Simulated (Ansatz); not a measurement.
## AlN in the zinc blende structure (space group F-43m, No. 216)

```xyz
2
Lattice="0.0000 2.2016 2.2016 2.2016 0.0000 2.2016 2.2016 2.2016 0.0000" Properties=species:S:1:pos:R:3 pbc="T T T"
Al     0.0000     0.0000     0.0000
N      1.1008     1.1008     1.1008
```

All numbers come from plane-wave PAW DFT at the PBE level (Ansatz, a program for electronic structure, 420 eV), no SOC. Γ-centred 13×13×13 mesh, Fermi–Dirac width 0.05 eV.

| Property | Result |
|---|---|
| Volume per atom | 10.67 Å³ |
| Density | 3.19 g/cm³ |
| Band gap | 3.31 eV, indirect, Γ → X |
| Electron mass | 0.53 mₑ along k, 0.33 mₑ across |
| Hole mass (degenerate bands, along [100]) | 0.31, 1.5, 1.5 mₑ |
| Lowest conduction-band minima above the VBM | X along ⟨100⟩ 3.31 eV; Γ 3.98 eV |
| Total energy | -462.106 eV/atom (σ→0; compares only within this code and set-up) |

Masses are band curvatures over ±0.01 Å⁻¹ around the edge. Along k means along the line from Γ to the band edge. Stability against distortions was not tested. This is not the structure that AlN has at room temperature and ambient pressure.
